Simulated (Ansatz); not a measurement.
Start from SiGe in the wurtzite structure (space group P6_3mc, No. 186; a = 3.900 Å, c = 6.443 Å; a model cell, its experimental status unchecked).

Levels (all Ansatz, a first-principles code, PAW, earlier PAW set): PBEsol (420 eV, no SOC); r2SCAN (500 eV, scalar-relativistic without spin-orbit coupling); HSE06 (420 eV, no spin-orbit coupling); PBEsol+SOC (420 eV, spin-orbit coupling included).

One geometry, relaxed with PBEsol, under each level:

The valence-band top lists the three highest levels at Γ (Kramers pairs under SOC), from the VBM.

| level | band gap | lowest conduction level above the VBM at special points | valence-band top at Γ | hole mass | pressure |
|---|---|---|---|---|---|
| PBEsol | 0.35 eV | M 0.35 eV; Γ 0.40 eV; L 0.61 eV; K 0.96 eV | 0.00, 0.00, -0.32 eV | – | 0.0 kbar |
| r2SCAN | 0.65 eV | M 0.65 eV; Γ 0.79 eV; L 0.93 eV; K 1.26 eV | – | – | 2.8 kbar |
| HSE06 | … | … | – | – | – |
| PBEsol+SOC | 0.29 eV | M 0.29 eV; Γ 0.34 eV; L 0.55 eV; K 0.90 eV | 0.00, -0.10, -0.41 eV | 0.50 mₑ along c, 0.12 mₑ across (at Γ) | -0.1 kbar |

Problem. Give the withheld HSE06 results.

Solution. 
- HSE06, band gap: 0.97 eV
- HSE06, lowest conduction level above the VBM at special points: M 0.97 eV; Γ 1.11 eV; L 1.27 eV

Single points use the geometry relaxed with PBEsol. Their cutoffs differ, which shifts pressures a little. HSE06 was sampled on its mesh, a few special points and the semilocal edge points, so its gap is an upper bound. The spin-orbit shifts are approximate. Masses are band curvatures over ±0.01 Å⁻¹ around the edge. Whether these cells are dynamically stable was not tested. The zero or small gap of SiGe can change with the level of theory.
